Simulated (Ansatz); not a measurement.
A computed series for PbTe: element substitutions

Base system: PbTe in the rock salt structure (space group Fm-3m, No. 225).

```
CELL_PARAMETERS angstrom
      0.00000     3.28470     3.28470
      3.28470     0.00000     3.28470
      3.28470     3.28470     0.00000
ATOMIC_POSITIONS crystal
  Te 0.00000 0.00000 0.00000
  Pb 0.50000 0.50000 0.50000
```

Each row replaces one element on all its sites; cell and atoms are relaxed.

All numbers come from Kohn–Sham DFT with the PBE functional, run in Ansatz (an electronic-structure program) with PAW and 420 eV plane waves, no SOC, earlier PAW set.

```json
[
 {"change": "base", "band gap": "0.83 eV", "lattice parameter a": "6.569 Å"},
 {"change": "Te → Ru", "band gap": "zero", "lattice parameter a": "5.508 Å"},
 {"change": "Te → Se", "band gap": "0.44 eV", "lattice parameter a": "6.217 Å"},
 {"change": "Te → Cd", "band gap": "zero", "lattice parameter a": "6.229 Å"}
]
```

Spin-orbit coupling, missing from the scalar runs, can matter with Pb and Te. No phonon test of stability was made. As relaxed here, RuPb and CdPb are hypothetical phases, not in the database extracts checked. All final runs are without spin polarisation.
